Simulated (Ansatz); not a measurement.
Take GaN in the wurtzite structure (space group P6_3mc, No. 186; a = 3.218 Å, c = 5.243 Å) as the base. Axes: x lies along a and z along c of the hexagonal cell.

The values are results of PBE (Ansatz, a program for electronic structure; PAW; 420 eV plane waves; no spin-orbit coupling), not measurements.

Now apply this change: the cell is compressed by 3.00 % along z with no lateral relaxation; the atoms relax in the strained cell.

Problem. Predict the stress tensor and what it implies for the stiffness.

Solution. Stress of the strained cell less that of the base (GPa, compression positive):
```
   2.84    0.00    0.00
   0.00    2.84    0.00
   0.00    0.00   11.13
```

Then −Δσ_ii/ε with ε = -0.0300 gives secant stiffness values (nonlinear terms included at this strain): C33 ≈ 371 GPa, C13 ≈ 95 GPa and C23 ≈ 95 GPa.

As a check, the harmonic strain energy −½ V₀ Δσ:ε is 12 meV/atom; the computed energy rise is 12 meV/atom.

No phonon test of stability was made.
